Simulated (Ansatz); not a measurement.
System: Bi2O2Te (model structure, started from the La2SO2 type, P-3m1, No. 164, 5 atoms in the cell). Method: LDA (plane waves, PAW; Ansatz, a first-principles code).

Run with plane-wave cutoff 520 eV, 12×12×6 k mesh (along the axes of the cell as run), Fermi–Dirac smearing 0.01 eV, scalar-relativistic PAW data made under PBE.

Cell (relaxed with PBEsol):

```cif
data_Bi2O2Te
_chemical_formula_sum 'Bi2 Te1 O2'
_space_group_name_H-M_alt 'P-3m1'
_space_group_IT_number 164
_space_group_name_Hall '-P 3 2"'
_cell_length_a 4.03491
_cell_length_b 4.03491
_cell_length_c 7.33329
_cell_angle_alpha 90.000
_cell_angle_beta 90.000
_cell_angle_gamma 120.000
loop_
_atom_site_label
_atom_site_type_symbol
_atom_site_symmetry_multiplicity
_atom_site_Wyckoff_symbol
_atom_site_fract_x
_atom_site_fract_y
_atom_site_fract_z
_atom_site_occupancy
Bi1 Bi 2 d 0.33333 0.66667 0.20163 1
Te1 Te 1 b 0.00000 0.00000 0.50000 1
O1 O 2 d 0.66667 0.33333 0.11441 1
```

**Question.** Give the computed band gap, smallest direct gap on the k points sampled and Γ–Γ gap.

**Answer.** 
- band gap: 0.59 eV
- smallest direct gap on the k points sampled: 1.19 eV
- Γ–Γ gap: 2.62 eV

Note: the relaxation could raise the start's symmetry but not lower it, so the cell can be a saddle point; cell and atoms aren't relaxed at this level (pressure -2.4 GPa).

Spin–orbit coupling is not included; with these elements it can move the gap by several tenths of an eV or more.

The computed numbers hold no vibrational or temperature effects.

The result took roughly 15 core-seconds.

A model structure was made by putting elements into a prototype or built by hand; it is no filed structure, need not be a known phase, and can be a saddle point held by its symmetry.
